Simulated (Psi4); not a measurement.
Psi4 1.11, unrestricted TPSS/def2-svp: [CH2]N, charge 0, multiplicity 2, 6 atoms. The geometry is a generated start, not checked to be a minimum at this level.

```json
{
 "task": "energy",
 "method": "tpss",
 "basis": "def2-svp",
 "memory": "3 GB",
 "maxiter": "100",
 "keys_of_the_molecule_block": "symmetry c1",
 "scf_type": "df (default)",
 "e_convergence": "1e-06 (default)",
 "d_convergence": "1e-06 (default)",
 "dft_radial_points": "75 (default)",
 "dft_spherical_points": "302 (default)",
 "basis_functions": "48",
 "grid_points": "130501"
}
```

```xyz
6

C     -0.6645     0.0485    -0.1252
N      0.6883    -0.0384     0.1997
H     -1.2460    -0.8442     0.0208
H     -1.1314     0.9988     0.0543
H      1.2374     0.7544    -0.1043
H      1.1161    -0.9192    -0.0453
```

Charge 0 and multiplicity 2 are set for this test and not shown to be the ground state.

With the defaults (diis = true, scf_initial_accelerator = adiis, damping_percentage = 0, guess = auto, which took SAD, diis_max_vecs = 10) it converges in 9 SCF iterations. One run each on 2 threads, with these changes:
- diis_max_vecs = 3
- guess = core
- guess = modhuckel
- diis = false, scf_initial_accelerator = none, damping_percentage = 60
- scf_initial_accelerator = none
- damping_percentage = 20
- diis_max_vecs = 6
- scf_initial_accelerator = ediis
- guess = huckel

Q: Which of these changes keep the SCF from converging, or lead it to another solution?

A: No convergence: diis = false, scf_initial_accelerator = none, damping_percentage = 60 (the run ends without SCF convergence in 100 iterations). The rest reach the solution of the defaults.

| setting | SCF iterations | end |
|---|---|---|
| the defaults | 9 | same solution |
| scf_initial_accelerator = none | 9 | same solution |
| scf_initial_accelerator = ediis | 9 | same solution |
| guess = modhuckel | 10 | same solution |
| guess = huckel | 10 | same solution |
| diis_max_vecs = 6 | 10 | same solution |
| guess = core | 11 | same solution |
| diis_max_vecs = 3 | 12 | same solution |
| damping_percentage = 20 | 17 | same solution |
| diis = false, scf_initial_accelerator = none, damping_percentage = 60 | 100 | no convergence |
